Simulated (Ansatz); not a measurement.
# RbMgF₃ in the cubic perovskite structure (space group Pm-3m, No. 221; a cell from a computed database, its experimental status unchecked)

```xyz
5
Lattice="4.0625 0.0000 0.0000 0.0000 4.0625 0.0000 0.0000 0.0000 4.0625" Properties=species:S:1:pos:R:3 pbc="T T T"
Rb     0.0000     0.0000     0.0000
Mg     2.0312     2.0312     2.0312
F      0.0000     2.0312     2.0312
F      2.0312     0.0000     2.0312
F      2.0312     2.0312     0.0000
```

All numbers come from r2SCAN (Ansatz, a quantum-chemistry and plane-wave program), scalar-relativistic without spin-orbit coupling, earlier PAW set. Γ-centred 8×8×8 mesh, Fermi–Dirac width 0.05 eV.

- Volume per atom: 13.41 Å³
- Density: 4.13 g/cm³
- Band gap: 8.31 eV, indirect, R → Γ
- Electron mass: 0.47 mₑ
- Lowest conduction-band minima above the VBM: Γ 8.31 eV
- Total energy: -1528.537 eV/atom (σ→0; compares only within this code and set-up)

Masses are band curvatures over ±0.01 Å⁻¹ around the edge. Whether these cells are dynamically stable was not tested. Many cubic perovskites are stable only at high temperature; tilts and polar distortions were not tested.
